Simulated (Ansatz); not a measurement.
# Response to strain in Ru

Base system: Ru in the hcp (Mg type) structure (space group P6_3/mmc, No. 194; a = 2.7045 Å, c = 4.2601 Å). Axes: x lies along a and z along c of the hexagonal cell.

Strains are applied to the cell and any free atomic positions relax; under biaxial strain the out-of-plane vector relaxes too.

All numbers come from r2SCAN in Ansatz (plane waves to 500 eV, PAW, scalar-relativistic without spin-orbit coupling).

Notes on the quantities. pressure: mean of the normal stresses, compression positive.

```json
[
 {"change": "base", "pressure": "0.0 GPa", "volume per atom": "13.49 Å³", "space group": "P6_3/mmc (No. 194)"},
 {"change": "biaxial strain −4.59 %, plane normal [001], relaxed out of plane", "pressure": "28.3 GPa", "volume per atom": "12.60 Å³", "space group": "P6_3/mmc (No. 194)"},
 {"change": "biaxial strain −2.48 %, plane normal [001], relaxed out of plane", "pressure": "13.5 GPa", "volume per atom": "13.01 Å³", "space group": "P6_3/mmc (No. 194)"},
 {"change": "biaxial strain −1.39 %, plane normal [001], relaxed out of plane", "pressure": "___", "volume per atom": "13.22 Å³", "space group": "P6_3/mmc (No. 194)"},
 {"change": "biaxial strain −0.47 %, plane normal [001], relaxed out of plane", "pressure": "2.3 GPa", "volume per atom": "13.40 Å³", "space group": "P6_3/mmc (No. 194)"},
 {"change": "biaxial strain −0.34 %, plane normal [001], relaxed out of plane", "pressure": "1.7 GPa", "volume per atom": "13.43 Å³", "space group": "P6_3/mmc (No. 194)"},
 {"change": "isotropic strain +5.56 %", "pressure": "-36.9 GPa", "volume per atom": "15.87 Å³", "space group": "P6_3/mmc (No. 194)"},
 {"change": "uniaxial strain ε_xx = −1.29 %", "pressure": "4.5 GPa", "volume per atom": "13.32 Å³", "space group": "Cmcm (No. 63)"},
 {"change": "uniaxial strain ε_yy = −5.91 %", "pressure": "___", "volume per atom": "12.70 Å³", "space group": "Cmcm (No. 63)"},
 {"change": "tensor shear ε_yz = +1.56 %", "pressure": "0.3 GPa", "volume per atom": "13.49 Å³", "space group": "C2/m (No. 12)"}
]
```

Task: What belongs in the blanks?

Result: 
- biaxial strain −1.39 %, plane normal [001], relaxed out of plane, pressure: 7.1 GPa
- uniaxial strain ε_yy = −5.91 %, pressure: 24.6 GPa

Without a gap, meshes like the base's 20×20×11 leave anisotropic stresses uncertain by several tenths of a GPa, and small strain energies with them. Whether these cells are dynamically stable was not tested. All final runs are without spin polarisation.

Ansatz is an electronic-structure program.
